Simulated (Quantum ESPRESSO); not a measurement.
Quantum ESPRESSO is run on Li3Hg (Fm-3m, 4 atoms in the cell), and the run fails. The aim is a self-consistent single point with DFT, PBEsol, plane waves, PseudoDojo standard norm-conserving (PBESOL) pseudopotentials.

Cell that was meant: a = 4.6393 Å, b = 4.6393 Å, c = 4.6393 Å, α = 60.00°, β = 60.00°, γ = 60.00°.

Part of the input:

```fortran
    mixing_beta = 0.3
/
ATOMIC_SPECIES
Li     6.9400  li_pbe_v1.4.uspp.F.UPF
Hg   200.5920  Hg.upf
CELL_PARAMETERS {angstrom}
   0.0000000000     3.2805000000     3.2805000000
```

The program printed (abridged):

```
          10           3

 %%%%%%%%%%%%%%%%%%%%%%%%%%%%%%%%%%%%%%%%%%%%%%%%%%%%%%%%%%%%%%%%%%%%%%%%%%%%%%
     Error in routine set_dft_from_name (4):
      conflicting values for igcx
 %%%%%%%%%%%%%%%%%%%%%%%%%%%%%%%%%%%%%%%%%%%%%%%%%%%%%%%%%%%%%%%%%%%%%%%%%%%%%%

     stopping ...
```

From the messages shown, name the fault and mend the input.

The fault is potentials made for another functional; here the program stops on it instead of giving results. To fix it, use potentials made for the functional of the run. The program stopped before any SCF iteration.

The sound input it was made from differs as follows (other fixes are possible):
```diff
-Li     6.9400  li_pbe_v1.4.uspp.F.UPF
+Li     6.9400  Li.upf
```

With that input, the run converged in 10 iterations: free energy E − TS -5117.3856 eV; Fermi level (on the code's own zero) 6.15 eV; pressure -1.25 GPa (DFT, PBEsol, plane waves, PseudoDojo standard norm-conserving (PBESOL) pseudopotentials).

On the sound input: the starting cell comes from a database of published, mostly measured structures (it also holds non-ambient and calculated ones), without a prior relaxation at this level.
